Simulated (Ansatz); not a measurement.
**A computed series for HfS2: response to strain**

Start from HfS₂ in the CdI2 type structure (space group P-3m1, No. 164; a = 3.606 Å, c = 5.768 Å; layered, stacked along the Cartesian z axis). Axes: x lies along a and z along c of the hexagonal cell.

Strains are applied to the cell and any free atomic positions relax.

The values are results of PBE-D3(BJ) (Ansatz, a quantum-chemistry and plane-wave program), no spin-orbit coupling, not measurements.

Candidates:
(a) uniaxial strain ε_zz = −1.00 %
(b) uniaxial strain ε_zz = −1.50 %
(c) uniaxial strain ε_zz = −2.50 %
(d) uniaxial strain ε_zz = +2.00 %

Base values:

```
Property               Value
-------------------  -------
Smallest direct gap  1.81 eV
```

Question: Order them by smallest direct gap, lowest first.

Answer: (c) uniaxial strain ε_zz = −2.50 % (1.69 eV), (b) uniaxial strain ε_zz = −1.50 % (1.76 eV), (a) uniaxial strain ε_zz = −1.00 % (1.78 eV), (d) uniaxial strain ε_zz = +2.00 % (1.86 eV)

With Hf present, leaving out spin-orbit coupling can change the band edges. No phonon test of stability was made.
